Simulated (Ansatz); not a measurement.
The decay constant κ of evanescent states in the gap governs leakage through a thin film.

Given:

```yaml
crystal:
  lattice:
    - [5.32970, 0.00000, 0.00000]
    - [-0.84506, 7.29264, 0.00000]
    - [0.84506, -3.54460, 3.64490]
  atoms:
    - { symbol: Zr, position: [0.20960, 0.95785, 0.68154] }
    - { symbol: Zr, position: [0.79040, 0.04215, 0.31846] }
    - { symbol: Zr, position: [0.29040, 0.45785, 0.73416] }
    - { symbol: Zr, position: [0.70960, 0.54215, 0.26584] }
    - { symbol: O, position: [0.15617, 0.16629, 0.23550] }
    - { symbol: O, position: [0.84383, 0.83371, 0.76450] }
    - { symbol: O, position: [0.34383, 0.66629, 0.59708] }
    - { symbol: O, position: [0.65617, 0.33371, 0.40292] }
    - { symbol: O, position: [0.97860, 0.25742, 0.80812] }
    - { symbol: O, position: [0.02140, 0.74258, 0.19188] }
    - { symbol: O, position: [0.52140, 0.75742, 0.20672] }
    - { symbol: O, position: [0.47860, 0.24258, 0.79328] }
```

Space group of this cell: P2_1/c. The cell is taken as given.

Transport runs along the normal of the first two printed cell vectors.

No gap correction and no spin-orbit coupling; mid-gap values are interpolated between computed energies.

Compute, with Ansatz (a program for electronic structure) with r2SCAN, the band gap and the smallest decay constant κ at mid-gap.

Gap 4.14 eV on a 6×8×8 mesh; κ = 0.435 1/Å, at the zone centre.
